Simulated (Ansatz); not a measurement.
The starting structures come from a database of crystals and need not be the phases stable at ambient conditions.

By LDA, the system below comes out a metal.

The ballistic (Sharvin) conductance counts the channels at the Fermi level: G/A = (e²/h) × channels of both spins per area.

Given:

```xyz
1
Lattice="2.4627 0.0000 0.0000 -0.9557 2.2697 0.0000 0.7535 1.1349 2.0516" Properties=species:S:1:pos:R:3 pbc="T T T"
Cu     0.0000     0.0000     0.0000
```

Space group of this cell: I4/mmm. The cell is taken as given; by LDA its mean pressure is -7.9 GPa.

The current flows along the normal of the first two printed cell vectors, the (110) plane of the conventional cell. No spin-orbit coupling; the value is a mean over 0.1 eV about the Fermi level.

Task: Predict the ballistic conductance per area from LDA (Ansatz, a program for electronic structure).

Result: 1.1 × 10¹⁵ S/m² for both spins.
